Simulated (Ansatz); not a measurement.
# PBE against r2SCAN: Zr, biaxial strain +0.90 %, plane normal [001], relaxed out of plane

Take Zr in the hcp (Mg type) structure (space group P6_3/mmc, No. 194; a = 3.230 Å, c = 5.179 Å; relaxed with 0.1 eV smearing) as the base. Axes: x lies along a and z along c of the hexagonal cell.

(Cell as relaxed with PBE.)

Levels (all Ansatz, a first-principles code, PAW): PBE (420 eV, scalar-relativistic without spin-orbit coupling); r2SCAN (500 eV, scalar-relativistic without spin-orbit coupling).

Each level relaxes its own structure.

```csv
base,PBE,r2SCAN
volume per atom,23.40 Å³,23.51 Å³
lattice parameter a,3.230 Å,3.244 Å
band gap,zero,zero
```

Modification: tensile biaxial strain of 0.90 % in the plane normal to [001], as in epitaxy on a mismatched substrate; the out-of-plane cell vector and the atoms relax.

| quantity | PBE | r2SCAN |
|---|---|---|
| mean in-plane stress (compression positive) | -1.4 GPa | -1.5 GPa |
| volume per atom | 23.66 Å³ | 23.78 Å³ |

PBE's in-plane stress lies 0.1 GPa above r2SCAN's; PBE's volume per atom lies 0.12 Å³ below r2SCAN's (0.5 %). Neither level is exact; r2SCAN is the comparison here, not a measurement.

No phonon test of stability was made. The final runs are not spin-polarised.
